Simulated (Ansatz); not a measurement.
For Ta2Ge (model structure, started from the Fe2P type, P-62m, No. 189, 9 atoms in the cell), PBE (Ansatz, an electronic-structure program, PAW) gives:

| Property | Value |
|---|---|
| lattice constant a | 7.220 Å |
| lattice parameter c | 3.413 Å |

Problem. What does PBE-D3(BJ) (PAW; Ansatz) give for the same quantities?

Solution. 
- lattice constant a: 7.156 Å (decreases by 0.9 %)
- lattice parameter c: 3.374 Å (decreases by 1.1 %)

Changes are worked out from the printed values.

Unless a cell is named, each level is at its own relaxed cell (PBE 17.12, PBE-D3(BJ) 16.63 Å³/atom).

Levels without +SOC leave out spin–orbit coupling, which shifts energies and cells of such heavy elements.

Ansatz's density-functional and Hartree–Fock values are scalar-relativistic unless marked +SOC, with PAW data made under PBE.

A model structure was made by putting elements into a prototype or built by hand; it is no filed structure, need not be a known phase, and can be a saddle point held by its symmetry.
